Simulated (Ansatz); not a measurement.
Base system: Sb (space group R-3m, No. 166; a = 4.326 Å, c = 11.339 Å (hexagonal axes); layered; relaxed with 0.1 eV smearing).

Method: r2SCAN+rVV10 in Ansatz (plane waves to 500 eV, PAW, no spin-orbit coupling).

Before the change:

| Quantity | Result |
|---|---|
| Pressure | 0.0 GPa |
| Band gap | zero |

Perturbation: every lattice vector is stretched by 0.47 %; the atoms relax in the strained cell.

**Question.** What does the calculation give for the energy relative to the base, pressure and band gap after the change?

**Answer.** The energy rises by 0.8 meV/atom; the pressure (mean of the normal stresses, compression positive) goes from zero to -0.6 GPa; the band gap is still zero.

With Sb present, leaving out spin-orbit coupling can change the band edges. No phonon test of stability was made.

Ansatz is a first-principles code.
